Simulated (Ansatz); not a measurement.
Given:

```
SnO2
1.0
    4.67741     0.00000     0.00000
    0.00000     4.67741     0.00000
    0.00000     0.00000     3.18523
Sn O
2 4
Cartesian
  0.00000   0.00000   0.00000
  2.33871   2.33871   1.59261
  3.76827   3.76827   1.59261
  0.90914   0.90914   1.59261
  1.42957   3.24785   0.00000
  3.24785   1.42957   0.00000
```

No spin polarisation.

Calculations: PBEsol in Ansatz (plane waves to 420 eV, PAW, spin-orbit coupling left out). Settings: 6×6×8 k-points, 0.05 eV Fermi–Dirac smearing.

Q: Predict the band gap, electron mass, gap character and valence-band top at Γ.

A: The band gap comes out as 1.42 eV, the electron mass comes out as 0.19 mₑ along c, 0.21 mₑ across (at Γ) and the gap character comes out as direct at Γ. The valence-band top at Γ (three highest levels, from the VBM) is 0.00, -0.80, -0.80 eV.

Load acts through the strain it causes; cell and atoms are relaxed under it. Effective masses come from finite differences of ±0.01 Å⁻¹. Whether these cells are dynamically stable was not tested. Competing high-pressure phases were not computed. The cell was made from SnO2 in the rutile structure (space group P4_2/mnm, No. 136) by this change: pressure 10 GPa.

Ansatz is a first-principles code.
